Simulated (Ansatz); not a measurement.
B2O3 (model structure, started from the Al2S3 type, Cc, No. 9, 10 atoms in the cell), treated with LDA in Ansatz (PAW).

Run with plane-wave cutoff 520 eV, 10×10×8 k mesh (along the axes of the cell as run), Fermi–Dirac smearing 0.01 eV, scalar-relativistic PAW data made under PBE.

Computed at the level's own relaxed cell.

```
B2O3
1.0
    3.91528    -2.22802     0.02951
    3.91528     2.22802     0.02951
   -2.51863     0.00000     3.99593
B O
4 6
Direct
  0.98669   0.17958   0.50722
  0.17958   0.98669   0.00722
  0.68511   0.80444   0.49702
  0.80444   0.68511   0.99702
  0.05883   0.29724   0.88189
  0.29724   0.05883   0.38189
  0.84982   0.89706   0.86233
  0.89706   0.84982   0.36233
  0.45401   0.70419   0.87658
  0.70419   0.45401   0.37658
```

List the 32 lowest band energies at Γ above −25 eV (eV, relative to the valence band maximum), grouping those that round alike.

At Γ: -22.58, -19.59, -19.08, -19.03, -18.29, -17.93, -10.83, -10.64, -10.10, -7.81, -7.66, -7.10, -6.49, -5.73, -5.36, -3.93, -3.29, -2.50, -2.10, -2.07, -1.18, -1.16, -0.70, -0.02, 7.84, 8.85, 9.21, 9.73, 10.59, 10.74, 11.15, 11.44.

Note: the relaxation could raise the start's symmetry but not lower it, so the cell can be a saddle point.

A model structure was made by putting elements into a prototype or built by hand; it is no filed structure, need not be a known phase, and can be a saddle point held by its symmetry.

Ansatz is a first-principles code.
